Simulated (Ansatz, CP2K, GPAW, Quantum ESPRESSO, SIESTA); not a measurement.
## One structure in several programs: YPd3 (P1, 4 atoms in the cell)

Self-consistent single point, at a second geometry (atoms moved at random). First geometry:

```
CELL_PARAMETERS angstrom
      4.09992     0.00000     0.00000
      0.00000     4.09992     0.00000
      0.00000     0.00000     4.09992
ATOMIC_POSITIONS crystal
  Y  0.00000 0.00000 0.00000
  Pd 0.50000 0.50000 0.00000
  Pd 0.00000 0.50000 0.50000
  Pd 0.50000 0.00000 0.50000
```

Second geometry:
```xyz
4
Lattice="4.0999 0.0000 0.0000 0.0000 4.0999 0.0000 0.0000 0.0000 4.0999" Properties=species:S:1:pos:R:3 pbc="T T T"
Y     -0.0341    -0.0129     0.0335
Pd     2.0140     2.0768    -0.0165
Pd     0.0441     2.0355     2.0441
Pd     2.0760     0.0005     2.0388
```

Shared settings, as Ansatz (a first-principles code) writes them: kpoints.mp_grid.grid = 7 7 7; scf.occupations.method = gaussian; scf.occupations.width = 0.272 eV. Potentials and cutoffs stand in the table.

```tsv
code	model	ΔF from the first geometry (meV/atom)	pressure (GPa)	largest force (eV/Å)	cutoff
Ansatz	PBEsol, PAW files made with PBE	6.0	-4.11	0.337	420 eV
Quantum ESPRESSO	PBEsol, GBRV 1.5 ultrasoft (PBESOL) pseudopotentials	6.0	-3.95	0.339	40 Ry
GPAW	PBEsol, GPAW PAW datasets PBEsol (made by gpaw-setup)	6.0	-3.89	0.342	600 eV
CP2K	PBEsol, GPW, DZVP-MOLOPT-SR-GTH basis, GTH-PBE potentials (GTH_POTENTIALS)	6.3	-3.22	0.354	grid 500 Ry
SIESTA	GGA PBEsol, numerical atomic orbitals DZP, PseudoDojo PBEsol standard norm-conserving potentials (rewritten from UPF to PSML)	6.2	-6.48	0.342	grid 300 Ry
```

Size of the force on each atom (eV/Å): Sizes of forces hide their directions.

```csv
code,Y1,Pd2,Pd3,Pd4
Ansatz,0.337,0.305,0.250,0.222
Quantum ESPRESSO,0.339,0.312,0.258,0.222
GPAW,0.342,0.305,0.250,0.226
CP2K,0.354,0.323,0.262,0.237
SIESTA,0.341,0.342,0.267,0.239
```

On Ansatz's run: spin polarisation is off.

The spread over the programs that give each value: ΔF from the first geometry within 0.3 meV/atom; pressure within 3.26 GPa; largest force within 0.017 eV/Å.

CP2K and SIESTA use small atom-centred bases, whose incompleteness enters pressures, forces and empty levels differently from a plane-wave cutoff. Ansatz's pressure is given at a fixed set of plane waves, as the other plane-wave codes print theirs. In the pressure, SIESTA (by 2.53) lies more than 1 GPa from the median of the plane-wave programs.

The starting cell comes from a database of computed structures (which also holds hypothetical and non-ambient phases and stackings), without a prior relaxation at this level. For this run, on top of that: atoms moved at random.

Left out of this page: Elk (not drawn, or without a comparable value).

Keys are those of Ansatz 0.2.
